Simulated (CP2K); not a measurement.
Band structure of BaNi₂P₄ (I4/mmm, 7 atoms in the cell).

```
Ba(NiP2)2
1.0
    5.44406     0.00000     0.00000
   -2.39180     4.89052     0.00000
   -1.52613    -2.44526     4.61838
Ba Ni P
1 2 4
Direct
  0.00000   0.00000   0.00000
  0.25000   0.75000   0.50000
  0.75000   0.25000   0.50000
  0.74285   0.50000   0.24285
  0.25715   0.50000   0.75715
  0.50000   0.25715   0.75715
  0.50000   0.74285   0.24285
```

Computed with LDA (Pade form), GPW, DZVP-MOLOPT-SR-GTH basis, GTH-PADE potentials (GTH_POTENTIALS) in CP2K.

Settings: CUTOFF = 600 Ry; REL_CUTOFF = 50 Ry; SMEAR/METHOD = FERMI_DIRAC; ELECTRONIC_TEMPERATURE = 1578.21 K; KPOINTS/SCHEME = MONKHORST-PACK 7 7 7; XC_FUNCTIONAL = PADE; Ba/BASIS_SET = DZVP-MOLOPT-SR-GTH; Ba/POTENTIAL = GTH-PADE-q10; Ni/BASIS_SET = DZVP-MOLOPT-SR-GTH; Ni/POTENTIAL = GTH-PADE-q18; P/BASIS_SET = DZVP-MOLOPT-SR-GTH; P/POTENTIAL = GTH-PADE-q5; METHOD = GPW; EPS_DEFAULT = 1e-10.

The starting cell comes from a database of computed structures (which also holds hypothetical and non-ambient phases and stackings), without a prior relaxation at this level. Spin polarisation is off, so a magnetic state, if there is one, cannot be reached. Values carry the incompleteness of an atom-centred basis.

Levels in eV from the Fermi level, bands 30 to 35:
| point | 30 | 31 | 32 | 33 | 34 | 35 |
|---|---|---|---|---|---|---|
| Γ | -1.86 | -1.86 | -1.49 | -0.91 | -0.74 | 1.49 |
| X | -1.73 | -1.13 | -1.10 | 0.35 | 0.47 | 1.84 |
| M | -1.21 | -1.17 | -0.21 | -0.21 | 1.42 | 1.42 |
| Z | -1.33 | -1.16 | -0.05 | -0.05 | 1.41 | 1.41 |
| P | -1.62 | -1.39 | -1.26 | 0.04 | 0.04 | 1.85 |
| N | -1.32 | -1.28 | -0.32 | -0.05 | -0.04 | 1.13 |
| Z1 | -1.33 | -1.16 | -0.05 | -0.05 | 1.41 | 1.41 |

Bands cross the Fermi level along this path, so the cell is metallic at this level.

Higher empty bands are left out: an atom-centred basis made for the valence describes them poorly.
